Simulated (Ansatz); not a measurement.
Consider interstitial O in beta Ga2O3, charge state -2. Calculation: PBE, PAW (plane waves to 420 eV; Ansatz, a first-principles code).

Cell of 120 host sites held at the relaxed PBE lattice; the Γ point alone; Fermi-Dirac width 0.01 eV, spin-restricted; finite-size errors left in. Static, classical nuclei. The charge state is imposed; whether it is stable for some Fermi level was not computed. Sites that were not tried may lie lower. The start lies 0.044 eV above the lowest site run (PBE).

Barriers: single points on a 2×2×2 k-point mesh shifted by half a step at the bands' geometries.

The step: several atoms move together, O the farthest (a rearrangement that moves the defect's centre by under 1 Å); the atom moves 1.07 Å along (0.04, -0.31, 0.02) of the unit cell; the moving atom starts with neighbours Ga at 1.96, Ga at 1.97, Ga at 2.00; O at 2.39, O at 2.48 Å and ends with 2 Ga at 2.08, 2 Ga at 2.10; 2 O at 2.41, O at 2.45 Å.

Q: Estimate the migration barrier of this step that PBE, PAW returns for this input.

A: 0.13 eV forward and 0.17 eV backward. At the saddle the moving atom has neighbours 2 Ga at 1.93, Ga at 2.42, Ga at 2.44; O at 2.42, O at 2.45 Å. The saddle point's order was not checked.
